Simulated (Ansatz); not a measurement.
The starting structures come from a database of crystals and need not be the phases stable at ambient conditions.

 Where the default PAW files enter, the runs use the earlier of Ansatz's two default sets.

Inside the gap of an insulator the Bloch states are evanescent, with a wavenumber k + iκ along the transport direction.

```yaml
crystal:
  lattice:
    - [6.41691, 0.00000, 0.00000]
    - [-3.20845, 5.55721, 0.00000]
    - [3.20845, 1.85240, 5.23938]
  atoms:
    - { symbol: Na, position: [0.25000, 0.37500, 0.37500] }
    - { symbol: Na, position: [0.75000, 0.37500, 0.37500] }
    - { symbol: Na, position: [0.25000, 0.87500, 0.37500] }
    - { symbol: Na, position: [0.75000, 0.37500, 0.87500] }
    - { symbol: W, position: [0.50000, 0.75000, 0.75000] }
    - { symbol: W, position: [0.00000, 0.00000, 0.00000] }
    - { symbol: O, position: [0.72822, 0.63589, 0.63589] }
    - { symbol: O, position: [0.22822, 0.11411, 0.11411] }
    - { symbol: O, position: [0.72822, 0.09233, 0.63589] }
    - { symbol: O, position: [0.22822, 0.11411, 0.65767] }
    - { symbol: O, position: [0.27178, 0.63589, 0.09233] }
    - { symbol: O, position: [0.77178, 0.65767, 0.11411] }
    - { symbol: O, position: [0.27178, 0.63589, 0.63589] }
    - { symbol: O, position: [0.77178, 0.11411, 0.11411] }
```

Space group of this cell: Fd-3m, spinel. The cell is taken as given; by r2SCAN its mean pressure is -1.5 GPa.

Transport runs along the normal of the first two printed cell vectors, the (111) plane of the conventional cell.

The gap is the functional's own. No spin-orbit coupling. Mid-gap values are interpolated on the energy grid.

Problem. State the band gap and the smallest decay constant κ at mid-gap according to r2SCAN run with Ansatz (an electronic-structure program).

Solution. Gap 5.61 eV on a 8×8×8 mesh; κ = 0.498 1/Å, at the zone centre.
